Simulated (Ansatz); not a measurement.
Consider this model of amorphous Al$_{28}$O$_{43}$Li$_{2}$.

```xyz
73
Lattice="9.2399 -0.0096 0.1040 -0.0096 9.4319 0.1898 0.1040 0.1898 9.2168" Properties=species:S:1:pos:R:3 pbc="T T T"
Al     0.7117     7.8796     0.4479
Al     4.8142     1.5566     4.7918
Al     2.0556     5.7816     7.9410
Al     9.2627     3.7892     6.5995
Al     8.6633     8.5902     6.5387
Al     7.1061     1.8057     3.2458
Al     6.6250     1.5422     6.9193
Al     7.2803     3.9244     9.1614
Al     4.9433     6.0092     8.8308
Al     8.8372     1.7410     8.4717
Al     0.8186     7.8390     3.5290
Al     7.4941     6.5574     2.6655
Al     0.6387     2.7193     1.8001
Al     5.3963     8.7882     3.6474
Al     9.1523     4.5258     3.9381
Al     5.0890     4.2671     2.2723
Al     1.9391     8.3712     6.7651
Al     3.5757     6.3531     4.9696
Al     2.6756     0.6127     1.9773
Al     5.4295     1.4725     0.7029
Al     2.3942     1.8250     8.2472
Al     6.2461     4.2315     4.8085
Al     4.2070     3.5914     6.6927
Al     4.4814     9.5199     8.3444
Al     7.8321     8.9634     1.7888
Al     2.5413     5.5519     2.0265
Al     5.6703     8.0157     6.4653
Al     2.4189     3.1520     4.0542
O      6.4017     0.6057     4.3616
O      0.4842     5.1263     7.5418
O      2.4331     6.6000     3.6013
O      4.2964     5.6393     1.2935
O      6.3728     7.9150     2.5082
O      3.6909     4.9425     7.9293
O      2.6553     6.8049     6.4699
O      6.7407     0.9630     1.7681
O      1.8457     1.8184     0.7270
O      7.9456     4.3495     5.3520
O      7.3245     7.5222     6.4661
O      0.9726     2.3950     7.3737
O      5.7812     2.8176     6.0153
O      3.4435     4.1405     2.9820
O      0.9196     8.6579     5.3079
O      1.0274     4.4262     2.3035
O      1.7419     1.7924     3.1216
O      4.6760     4.9846     5.4426
O      4.0488     0.3529     0.7462
O      5.6856     2.9065     3.5680
O      6.4865     5.1609     3.1106
O      8.9341     0.0953     0.2444
O      8.9171     6.3504     3.7402
O      5.6885     3.2204     0.8867
O      4.8680     7.6055     4.9129
O      4.9083     7.6792     8.0828
O      3.3932     2.5115     5.3692
O      1.6831     8.5115     1.9781
O      6.6530     5.4933     8.7200
O      0.5158     7.9461     7.7723
O      4.0300     2.3445     7.9875
O      5.1221     0.3226     6.3736
O      6.1930     0.8660     8.5054
O      8.5790     2.7352     3.3236
O      1.1610     3.9657     5.0175
O      2.6849     9.5141     7.8804
O      8.7300     9.0966     3.3310
O      1.8565     6.3625     0.3672
O      4.0223     0.4922     3.3760
O      8.4062     7.2137     1.2565
O      8.5863     2.8673     0.6421
O      7.6790     2.9818     7.6694
O      8.2258     0.7993     6.6984
Li     8.1593     6.3432     7.8696
Li     0.3471     0.9776     4.1097
```

These are PBE, scalar-relativistic without spin-orbit coupling (plane waves to 420 eV, PAW; Ansatz, an electronic-structure program) values and carry that method's errors.

The cell was made by melting and quenching with the CHGNet potential and then relaxed with DFT. O atoms were pushed apart under 1.9 Å during the dynamics, to hinder bonds among them. The hot cell started wider than the set density and was brought back towards it in steps. It is the lowest in DFT energy of 2 quenches. It is a model cell: composition and starting density were chosen by hand, and all elements were melted together. No dispersion term was used. Its density started from a set value of 3.07 and ended at 3.01 g/cm³. Cooling (nominally 410 K/ps over its main leg) ran many orders faster than in experiment, which tends to leave more defects and strain. A cell of this size samples the disorder only roughly. Volume and shape were free in the relaxation.

Cut-offs for bonds: Al-Al 2.66 Å, Al-O 2.22 Å, Al-Li 2.76 Å, O-O 1.58 Å, O-Li 2.33 Å, Li-Li 2.86 Å. Two cations that share two anions don't count as bonded, nor two that share one unless they lie closer than Al-Al 2.59 Å, Al-Li 2.69 Å, Li-Li 2.78 Å.

**Question.** Give the coordination numbers, mean bond lengths and angles.

**Answer.** 
```yaml
Mean coordination of Al by anions: 4.57 (13 with 4, 14 with 5, 1 with 6)
Mean coordination of O: 3.16 (1 with 2, 34 with 3, 8 with 4)
Mean coordination of Li by anions: 4.00 (2 with 4)
Mean Al-O bond: 1.851 Å (spread 0.079 Å, 128 counted)
Mean O-Li bond: 2.038 Å (spread 0.133 Å, 8 counted)
Bond angle at Al: mean 107.2°, spread 23.0°
Bond angle at O: mean 114.1°, spread 17.6°
Bond angle at Li: mean 108.8°, spread 27.3°
```

**Question.** List the pairs of like atoms that count as bonded by the rules above.

**Answer.** There are none by these rules.
